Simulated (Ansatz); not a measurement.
**Zn in the fcc (Cu type) structure (space group Fm-3m, No. 225; a cell from a computed database, its experimental status unchecked)**

```
Zn
1.0
    0.00000     1.91904     1.91904
    1.91904     0.00000     1.91904
    1.91904     1.91904     0.00000
Zn
1
Cartesian
  0.00000   0.00000   0.00000
```

Calculations: PBEsol, PAW, 420 eV (Ansatz, a program for electronic structure; without spin-orbit coupling). k-mesh 21×21×21 (Γ-centred); smearing 0.05 eV (Fermi–Dirac).

| Property | Result |
|---|---|
| Volume per atom | 14.13 Å³ |
| Density | 7.68 g/cm³ |
| Band gap | zero |
| Total energy | -3280.879 eV/atom (σ→0; compares only within this code and set-up) |

No phonon test of stability was made. This is not the structure that Zn has at room temperature and ambient pressure.
